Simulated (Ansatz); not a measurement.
The starting structures come from a database of crystals and need not be the phases stable at ambient conditions.

 Where the default PAW files enter, the runs use the earlier of Ansatz's two default sets.

By PBEsol, the system below comes out a metal.

Without scattering a metal conducts by its projected Fermi surface.

Consider the following.

```yaml
crystal:
  lattice:
    - [3.20729, 0.00000, 0.00000]
    - [0.00000, 5.77169, 0.00000]
    - [1.60365, -2.88585, 2.88585]
  atoms:
    - { symbol: In, position: [0.25000, 0.50000, 0.00000] }
    - { symbol: Sb, position: [0.00000, 0.00000, 0.00000] }
```

Space group of this cell: I-4m2. The cell is strained (all lengths scaled by 0.98).

The current flows along the normal of the first two printed cell vectors, the (100) plane of the conventional cell. No spin-orbit coupling; the value is a mean over 0.1 eV about the Fermi level.

**Question.** Predict the ballistic conductance per area from PBEsol (Ansatz, an electronic-structure program).

**Answer.** 0.62 × 10¹⁵ S/m² for both spins.
